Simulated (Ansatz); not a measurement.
## Co on the 1x1 (110) surface of bcc Ta, one in a 2x2 cell, started at the site 'bridge Ta-Ta (span 3.3 Å)'

Method: PBE (plane waves to 420 eV, PAW; Ansatz, a first-principles code).

Set-up: 17 atoms, 6.8 Å thick at the start under the adsorbate (thin: gaps and levels are the slab's own); mesh 5x5x1; 0.1 eV smearing; dipole correction on; 8 atoms held, the rest relaxed; held to the start's symmetry, so lower structures may exist; spin-polarised, no spin-orbit, no U, no dispersion correction. The starting moment vanished. At the end it is bonded to 4 Ta. In PBE it is, or lies within 0.03 eV of, the lowest of the starts that converged.

```json
{
 "adsorption energy against an atom of hcp Co, ferromagnetic": "0.12 eV",
 "work_function_of_the_top_face": "4.24 eV",
 "change_of_the_work_function": "-0.53 eV",
 "change_of_the_step_from_the_bottom_to_the_top_vacuum_level_against_the_clean_slab": "-0.49 eV",
 "energy_released_by_relaxation": "1.90 eV",
 "height of the binding atom over the mean of the host atoms within 0.3 Å of the top one": "1.619 Å",
 "magnetic_moment_of_the_cell": "0.00 μB",
 "nearest_host_atoms_of_the_binding_atom": "Ta at 2.40 Å, Ta at 2.40 Å, Ta at 2.73 Å",
 "largest_move_of_a_host_atom": "0.15 Å",
 "cost": "around 40 core-minutes (rough)"
}
```

A negative adsorption energy means that the adsorbate is more stable on the surface than in its reference.
